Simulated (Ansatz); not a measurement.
Cost and result by functional for the surface energy of the (10-12) surface of hcp Hf in its 1x1 cell, outermost plane spacing 0.62 Å in the ideal cut (one of several cuts of this face), in Ansatz (plane waves, PAW). Single points on the PBE structure, on one kind of machine; costs are rough ratios of the slab run's core time (references not counted) to the cheapest single point. r2SCAN's cost holds its higher cutoff (500 against 420 eV). Differences are taken against r2SCAN for comparison alone: no measured value is at hand, so the table doesn't rank accuracy.

Set-up: 12 atoms, 10.0 Å thick at the start (thin: gaps and levels are the slab's own); mesh 12x5x1; 0.1 eV smearing; dipole correction on; all atoms relaxed; symmetry of the start imposed; no spin, no spin-orbit, no U. These notes are the PBE run's.

```json
[
 {"functional": "PBEsol", "relative cost": "1", "surface energy (J/m²)": "2.08", "less r2SCAN (J/m²)": "-0.03"},
 {"functional": "RPBE", "relative cost": "1", "surface energy (J/m²)": "1.78", "less r2SCAN (J/m²)": "-0.33"},
 {"functional": "LDA", "relative cost": "1", "surface energy (J/m²)": "2.13", "less r2SCAN (J/m²)": "0.02"},
 {"functional": "r2SCAN", "relative cost": "2", "surface energy (J/m²)": "2.12", "less r2SCAN (J/m²)": "0.00"},
 {"functional": "PBE (the relaxed run's value)", "relative cost": "–", "surface energy (J/m²)": "1.90", "less r2SCAN (J/m²)": "-0.21"}
]
```

The values span 0.35 J/m², while the single points' costs differ by a factor of roughly 2. Differences are of unrounded values.

Ansatz is a first-principles code.
